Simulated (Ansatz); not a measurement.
Start from Ge in the diamond structure (space group Fd-3m, No. 227; a = 5.6762 Å). Axes: x, y, z lie along the cube axes.

Computed with Ansatz (a quantum-chemistry and plane-wave program), PBEsol, PAW, cutoff 420 eV, scalar-relativistic without spin-orbit coupling.

Strains are applied to the cell and any free atomic positions relax; under biaxial strain the out-of-plane vector relaxes too.

One change was made to it. Results:

The shortest interatomic distance grows by 0.006 Å (2.458 Å → 2.464 Å); the pressure (mean of the normal stresses, compression positive) goes from zero to -2.1 GPa; the energy rises by 10 meV/atom.

**Question.** Which change produced these results?
(A) uniaxial strain ε_xx = +1.88 %
(B) biaxial strain +2.21 %, plane normal [111], relaxed out of plane
(C) isotropic strain −4.81 %
(D) uniaxial strain ε_xx = +4.94 %

**Answer.** B, biaxial strain +2.21 %, plane normal [111], relaxed out of plane. For comparison, the energy relative to the base in the other runs: uniaxial strain ε_xx = +1.88 % gives +2.8 meV/atom; isotropic strain −4.81 % gives +120 meV/atom; uniaxial strain ε_xx = +4.94 % gives +19 meV/atom.

Stability against distortions was not tested.
